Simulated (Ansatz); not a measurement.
Input:

```
NaF
1.0
    0.00000     2.27982     2.27982
    2.27982     0.00000     2.27982
    2.27982     2.27982     0.00000
Na F
1 1
Direct
  0.00000   0.00000   0.00000
  0.50000   0.50000   0.50000
```

No spin polarisation.

Computed with DFT with PBEsol, PAW potentials and a 420 eV plane-wave cutoff in Ansatz (an electronic-structure program), no SOC. Settings: 12×12×12 k-points, 0.05 eV Fermi–Dirac smearing.

Task: What is the computed electron mass?

Result: 0.56 mₑ (at Γ).

Task: What band gap does the calculation give?

Result: 6.44 eV.

Task: Predict the width of the top valence band.

Result: 0.62 eV.

The cells carry an imposed strain or load. Effective masses come from finite differences of ±0.01 Å⁻¹. No phonon test of stability was made. The cell was made from NaF in the rock salt structure (space group Fm-3m, No. 225) by this change: isotropic strain −1.50 %.
